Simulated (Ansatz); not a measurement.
A computed series for TiSi2: pressure series

The reference is TiSi$_{2}$ (space group Cmcm, No. 63).

```yaml
crystal:
  lattice:
    - [1.75744, -6.67398, 0.00000]
    - [1.75744, 6.67398, 0.00000]
    - [0.00000, 0.00000, 3.55712]
  atoms:
    - { symbol: Si, position: [0.93996, 0.06004, 0.75000] }
    - { symbol: Si, position: [0.06004, 0.93996, 0.25000] }
    - { symbol: Si, position: [0.25043, 0.74957, 0.75000] }
    - { symbol: Si, position: [0.74957, 0.25043, 0.25000] }
    - { symbol: Ti, position: [0.60248, 0.39752, 0.75000] }
    - { symbol: Ti, position: [0.39752, 0.60248, 0.25000] }
```

Cell and atoms are relaxed at each pressure.

All numbers come from Kohn–Sham DFT with the PBEsol functional, run in Ansatz (an electronic-structure program) with PAW and 420 eV plane waves, no spin-orbit coupling.

Notes on the quantities. enthalpy: H = E + PV relative to the base's energy.

```json
[
 {"case": "base", "volume per atom": "13.91 Å³", "enthalpy": "–"},
 {"case": "pressure −2 GPa", "volume per atom": "14.12 Å³", "enthalpy": "-0.17 eV/atom"},
 {"case": "pressure −1 GPa", "volume per atom": "___", "enthalpy": "-0.09 eV/atom"},
 {"case": "pressure 0.3 GPa", "volume per atom": "13.88 Å³", "enthalpy": "+0.03 eV/atom"},
 {"case": "pressure 0.7 GPa", "volume per atom": "13.84 Å³", "enthalpy": "+0.06 eV/atom"},
 {"case": "pressure 1.5 GPa", "volume per atom": "13.76 Å³", "enthalpy": "+0.13 eV/atom"},
 {"case": "pressure 3 GPa", "volume per atom": "13.62 Å³", "enthalpy": "+0.26 eV/atom"},
 {"case": "pressure 5 GPa", "volume per atom": "___", "enthalpy": "+0.43 eV/atom"},
 {"case": "pressure 7.5 GPa", "volume per atom": "13.24 Å³", "enthalpy": "+0.63 eV/atom"},
 {"case": "pressure 10 GPa", "volume per atom": "13.05 Å³", "enthalpy": "+0.84 eV/atom"}
]
```

Q: Complete the table.

A: 
- pressure −1 GPa, volume per atom: 14.01 Å³
- pressure 5 GPa, volume per atom: 13.44 Å³

Load acts through the strain it causes; cell and atoms are relaxed under it. Stability against distortions was not tested. No other phases were tried under pressure. The final runs are not spin-polarised.
